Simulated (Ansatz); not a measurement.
Relaxation of the outer planes of the (111) surface of fcc Pd in its 1x1 cell, outermost plane spacing 2.28 Å in the ideal cut.

All values below come from PBE (plane waves to 420 eV, PAW; Ansatz, a first-principles code).

Set-up: 4 atoms, 6.8 Å thick at the start (thin: gaps and levels are the slab's own); mesh 15x15x1; 0.1 eV smearing; dipole correction on; all atoms relaxed; held to the start's symmetry, so lower structures may exist; no spin, no spin-orbit, no U.

```tsv
plane	atoms	bulk spacing to the next (Å)	relaxed spacing (Å)	change (%)	rumpling (Å)
1	Pd	2.277	2.279	0.1	0.00
```
